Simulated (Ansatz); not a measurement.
We consider cubic perovskite KCdF₃, described by BLYP (plane waves, PAW; Ansatz, a program for electronic structure).

Numerical settings: plane-wave cutoff 520 eV, 8×8×8 k mesh, Fermi–Dirac smearing 0.01 eV, scalar-relativistic PAW data made under PBE.

Cell (relaxed at this level):

```cif
data_CdF3K
_chemical_formula_sum 'K1 Cd1 F3'
_space_group_name_H-M_alt 'P 1'
_space_group_IT_number 1
_cell_length_a 4.50008
_cell_length_b 4.50008
_cell_length_c 4.50008
_cell_angle_alpha 90.000
_cell_angle_beta 90.000
_cell_angle_gamma 90.000
loop_
_space_group_symop_operation_xyz
  'x, y, z'
loop_
_atom_site_label
_atom_site_type_symbol
_atom_site_fract_x
_atom_site_fract_y
_atom_site_fract_z
_atom_site_occupancy
K1 K 0.00000 0.00000 0.00000 1
Cd1 Cd 0.50000 0.50000 0.50000 1
F1 F 0.50000 0.00000 0.50000 1
F2 F 0.00000 0.50000 0.50000 1
F3 F 0.50000 0.50000 0.00000 1
```

Task: Predict the bulk modulus B0, band gap, smallest direct gap on the k points sampled and pressure derivative B′ of the bulk modulus.

Result: 
* **bulk modulus B0**: 51.9 GPa
* **band gap**: 3.07 eV
* **smallest direct gap on the k points sampled**: 4.41 eV
* **pressure derivative B′ of the bulk modulus**: 4.8

Note: the relaxation could not lower the start's symmetry, so the cell can be a saddle point above a distorted one.

Spin–orbit coupling is not included.

Computed values are for the static lattice.

Cost on a shared machine: about 50 core-seconds (a rough figure).
